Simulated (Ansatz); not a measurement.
Partial pair distribution functions of a relaxed model of amorphous C12Sb12Se36, broadened by 0.06 Å; density 4.78 g/cm³. These are PBE-D3(BJ), scalar-relativistic without spin-orbit coupling, PAW (Ansatz default set, large-core Se) (plane waves to 420 eV; Ansatz, a first-principles code) values and carry that method's errors.

It comes from a melt-quench run on a machine-learned potential (CHGNet), relaxed afterwards by DFT. The hot cell started wider than the set density and was brought back towards it in steps. It is the lowest in DFT energy of 3 quenches. It is a model cell: composition and starting density were chosen by hand, and all elements were melted together. The geometry includes D3(BJ) dispersion. Its density started from a set value of 4.70 and ended at 4.78 g/cm³. Cooling (nominally 120 K/ps over its main leg) ran many orders faster than in experiment, which tends to leave more defects and strain. Values belong to this one cell and scatter from quench to quench. Volume and shape were free in the relaxation.

```tsv
r (Å)	g Sb-Se	g C-Se	g C-C	g Sb-Sb
1.10	0.00	0.00	0.00	0.00
1.20	0.00	0.00	0.80	0.00
1.30	0.00	0.00	15.82	0.00
1.40	0.00	0.00	28.86	0.00
1.50	0.00	0.00	7.67	0.00
1.60	0.00	0.00	0.25	0.00
1.70	0.00	0.28	0.00	0.00
1.80	0.00	5.01	0.00	0.00
1.90	0.00	9.52	0.00	0.00
2.00	0.00	2.04	0.00	0.00
2.10	0.00	0.04	0.00	0.00
2.20	0.00	0.00	0.13	0.00
2.30	0.00	0.00	2.18	0.00
2.40	0.01	0.00	3.40	0.00
2.50	0.57	0.00	2.25	0.00
2.60	4.93	0.06	2.76	0.00
2.70	5.51	0.52	0.52	0.00
2.80	1.92	1.18	0.01	0.00
2.90	0.47	2.27	0.00	0.00
3.00	0.87	0.78	0.00	0.00
3.10	1.30	0.06	0.01	0.02
3.20	1.56	0.45	0.43	0.49
3.30	1.73	1.29	1.00	1.01
3.40	0.74	1.39	0.14	0.99
3.50	0.92	0.99	0.00	1.62
3.60	1.20	0.94	0.01	0.30
3.70	0.89	1.12	0.42	0.42
3.80	0.67	1.21	1.53	1.08
3.90	0.57	1.49	0.47	2.22
4.00	0.70	1.19	0.62	1.45
4.10	0.67	0.80	0.39	2.74
4.20	0.64	0.67	0.50	2.20
4.30	0.64	0.59	0.40	1.79
4.40	0.63	1.27	0.16	1.37
4.50	0.86	1.47	0.93	2.71
4.60	0.76	1.40	0.56	1.17
4.70	1.10	0.91	0.16	0.62
4.80	0.96	0.56	0.55	0.33
4.90	1.05	0.62	0.78	0.11
5.00	1.08	0.72	1.09	0.51
5.10	0.90	0.85	0.92	0.56
5.20	1.19	1.33	0.63	0.64
5.30	1.13	1.35	0.59	0.70
```

Within 2.90 Å each Sb has 2.75 Se neighbours on average.
